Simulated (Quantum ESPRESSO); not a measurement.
Troubleshooting Quantum ESPRESSO: a failed run on MoBr₃ (Pmmn, 16 atoms in the cell). The aim is a self-consistent single point with DFT, PBEsol, plane waves, GBRV 1.5 ultrasoft (PBESOL) pseudopotentials.

Cell that was meant: a = 6.0772 Å, b = 11.4419 Å, c = 6.6046 Å, α = 90.00°, β = 90.00°, γ = 90.00°.

Part of the input:

```fortran
   degauss = 0.0073499
/
&electrons
   conv_th = 1.0d-10
/
ATOMIC_SPECIES
Mo    95.9500  mo_pbesol_v1.uspp.F.UPF
```

Log, with long lists cut:

```
     This program is part of the open-source Quantum ESPRESSO suite
     for quantum simulation of materials; please cite

 %%%%%%%%%%%%%%%%%%%%%%%%%%%%%%%%%%%%%%%%%%%%%%%%%%%%%%%%%%%%%%%%%%%%%%%%%%%%%%
     Error in routine  read_namelists (1):
      bad line in namelist &electrons: "   conv_th = 1.0d-10" (error could be in the previous line)
 %%%%%%%%%%%%%%%%%%%%%%%%%%%%%%%%%%%%%%%%%%%%%%%%%%%%%%%%%%%%%%%%%%%%%%%%%%%%%%

     stopping ...
```

Question: From the messages shown, name the fault and mend the input.

Answer: The fault is a keyword that the program does not know. The program does not know a key of this name. To fix it, use the program's own name for the key. The program stopped before any SCF iteration.

An input that runs soundly differs in these lines (not the only fix; some lines may just follow from the change or write a value another way):
```diff
-   conv_th = 1.0d-10
+   conv_thr = 1.0d-10
```

With that input, the run converged in 19 iterations: free energy E − TS -14204.5770 eV; Fermi level (on the code's own zero) 5.84 eV; pressure -2.29 GPa; largest force (vector length) 0.753 eV/Å (DFT, PBEsol, plane waves, GBRV 1.5 ultrasoft (PBESOL) pseudopotentials).

On the sound input: the starting cell comes from a database of published, mostly measured structures (it also holds non-ambient and calculated ones), without a prior relaxation at this level. Spin polarisation is off. Without a gap this mesh is coarse (it stands for a supercell whose shortest vector is 18 Å).
